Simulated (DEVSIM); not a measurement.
Structure: Pt/SiON/p-In0.53Ga0.47As capacitor, at 300 K.

Layer 1 from the left is SiON, thickness (nm) 5.10. Layer 2 from the left is In0.53Ga0.47As, thickness (nm) 4300, Na (cm⁻³) 1.7e16.

Metal gate on the left, work function 5.6 eV. Fixed charge at the semiconductor interface -3.8e11 cm⁻² (in units of +e); no interface traps.

Constants are typed, rounded textbook-type inputs, not results; the design itself was drawn at random and stands for no fabricated device. Values at 300 K.

SiON: gap (eV) 7, affinity (eV) 1.4, permittivity 5.5. In0.53Ga0.47As: gap (eV) 0.74, affinity (eV) 4.51, permittivity 13.9, Nc (cm⁻³) 2.1e17, Nv (cm⁻³) 7.7e18.

Task: Estimate by hand the flat-band voltage, the threshold voltage, and compare with a numerical solution.

Result: 
- Flat-band voltage: C = 0.955 μF/cm², work-function difference 0.508 V; VFB = φms − qNf/C = 0.57 V; numerical 0.57 V.
- Threshold voltage: φF = 0.258 V, depletion charge √(4εqNφF) = 5.89e-8 C/cm²; VT = VFB + 2φF + Qd/C = 1.15 V; numerical 1.15 V.

Model (solved in DEVSIM): 1D Poisson equation in equilibrium, Boltzmann statistics, complete ionisation; no quantum confinement or tunnelling. Metal contacts follow the ideal Schottky-Mott rule: no Fermi-level pinning, no interface dipoles.
